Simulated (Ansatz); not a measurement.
Take MgB$_{2}$ (space group P6/mmm, No. 191; a = 3.0753 Å, c = 3.5248 Å; relaxed with 0.1 eV smearing) as the base. Axes: x lies along a and z along c of the hexagonal cell.

The values are results of PBE, PAW, 420 eV (Ansatz, a program for electronic structure; scalar-relativistic without spin-orbit coupling), not measurements.

For the base:

```
Item        Value
--------  -------
Pressure  0.0 GPa
```

Modification: uniaxial strain ε_zz = +3.00 %, all other strain components held at zero, atoms relaxed at fixed cell.

Q: Estimate the effect on the pressure.

A: The pressure (mean of the normal stresses, compression positive) goes from zero to -3.0 GPa.

Whether these cells are dynamically stable was not tested. All final runs are without spin polarisation.
